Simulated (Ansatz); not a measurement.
Worked example: self-consistent single point of SnO (P4/nmm, 4 atoms in the cell) in Ansatz (a quantum-chemistry and plane-wave program).

Method: PBE with spin-orbit coupling (plane waves, PAW; Ansatz).

```yaml
crystal:
  lattice:
    - [3.81370, 0.00000, 0.00000]
    - [0.00000, 3.81370, 0.00000]
    - [0.00000, 0.00000, 4.88691]
  atoms:
    - { symbol: Sn, position: [0.00000, 0.50000, 0.23537] }
    - { symbol: Sn, position: [0.50000, 0.00000, 0.76463] }
    - { symbol: O, position: [0.50000, 0.50000, 0.00000] }
    - { symbol: O, position: [0.00000, 0.00000, 0.00000] }
```

Reference input (self-consistent single point, DFT, PBE, plane waves, default PAW files): kpoints.mp_grid.grid = 5 5 4; hamiltonian.xc = pbe; hamiltonian.pseudopotentials = {kind: paw} (the program's default PAW files); scf.occupations.method = fermi_dirac; scf.occupations.width = 0.0007 Ry. This run's input differs from it in these lines:

Ansatz 0.2 input:
```diff
@@ -15,2 +15,5 @@
   pseudopotentials: { kind: paw }
+magnetization:
+  noncollinear: true
+  spin_orbit: true
 scf:
```

Output, abridged:

```
SCF iter   1: F=—  HF=-13188.207137 eV  |F-HF|=—  |Δ(HF+E_count)|=         —  Δρ=4.82e-2  dr2=2.15e0  dr2_m=0.00e0 (ungated)  ethr=3.10e-3  |M|=0.00e0 ∫|m|=0.00e0 μB  |m|>n=0.0e0 m-floor=0.0e0 τ_xc=0.0e0  β_m=0.30  ⟨swp⟩=7.7  Hψ=2112  notcnv=0  defer=2
all-band conjugate gradients solve this SCF's bands
preconditioner: auto → Resta (q_TF=auto, 2.479 Å⁻¹)
   [... lines left out ...]
SCF iter   7: F=—  HF=-13187.626782 eV  |F-HF|=—  |Δ(HF+E_count)|=   7.27e-5  Δρ=3.58e-5  dr2=8.22e-7  dr2_m=0.00e0 (ungated)  ethr=8.73e-8  |M|=0.00e0 ∫|m|=0.00e0 μB  |m|>n=0.0e0 m-floor=0.0e0 τ_xc=0.0e0  β_m=0.95  ⟨swp⟩=2.0  Hψ=593  notcnv=0  defer=52
SCF iter   8: F=-13187.626783 eV  HF=-13187.626783 eV  |F-HF|=8.31e-8  |Δ(HF+E_count)|=   1.82e-6  Δρ=8.96e-6  dr2=6.64e-8  dr2_m=0.00e0 (ungated)  ethr=2.50e-10  |M|=0.00e0 ∫|m|=0.00e0 μB  |m|>n=0.0e0 m-floor=0.0e0 τ_xc=0.0e0  ⟨swp⟩=11.8  Hψ=2175  notcnv=0
SCF 1 converged in 8 iterations: F = -13187.626783 eV  dr2 = 6.64e-8
Magnetization: |M| = 0.0000 μB,  M = (+0.0000, +0.0000, +0.0000) μB
Absolute magnetization: 0.0000 μB (∫|m|)
  site 0: m = (+0.0000, +0.0000, +0.0000) μB, |m| = 0.0000 μB  (R = 0.92 Å)
  site 1: m = (+0.0000, +0.0000, +0.0000) μB, |m| = 0.0000 μB  (R = 0.92 Å)
  site 2: m = (+0.0000, +0.0000, +0.0000) μB, |m| = 0.0000 μB  (R = 0.92 Å)
  site 3: m = (+0.0000, +0.0000, +0.0000) μB, |m| = 0.0000 μB  (R = 0.92 Å)
Free energy (F): -13187.626783 eV
Internal energy: -13187.626783 eV  (E = F + TS)
E sigma→0 (E₀):  -13187.626783 eV
Fermi energy:    10.057401 eV
--- Forces (eV/Å), atoms counted from 1 ---
  atom   1  Sn     0.00000000     0.00000000     0.36806116
  atom   2  Sn    -0.00000000     0.00000000    -0.36806116
  atom   3  O     -0.00000000     0.00000000     0.00000000
  atom   4  O      0.00000000     0.00000000    -0.00000000
--- Stress (GPa, compression-positive) ---
        3.884234       0.000000      -0.000000
        0.000000       3.884234      -0.000000
       -0.000000      -0.000000       3.017600
  P = ⅓ Tr σ = 3.5954 GPa (35.954 kbar)
  The stress holds the Pulay correction. Without it, at fixed plane waves, as pw.x and ABINIT print it: P = 3.1382 GPa
```

The run converged in 8 iterations. Against the reference run the pressure moves little (3.64 to 3.60 GPa), the largest force hardly changes (0.366 to 0.368 eV/Å) and the gap on the mesh moves little (0.558 to 0.549 eV).

The starting cell comes from a database of computed structures (which also holds hypothetical and non-ambient phases and stackings), without a prior relaxation at this level. With a pressure of about 4 GPa the cell is away from its equilibrium volume at this level. Ansatz's pressure includes its estimate of the finite-basis (Pulay) stress.
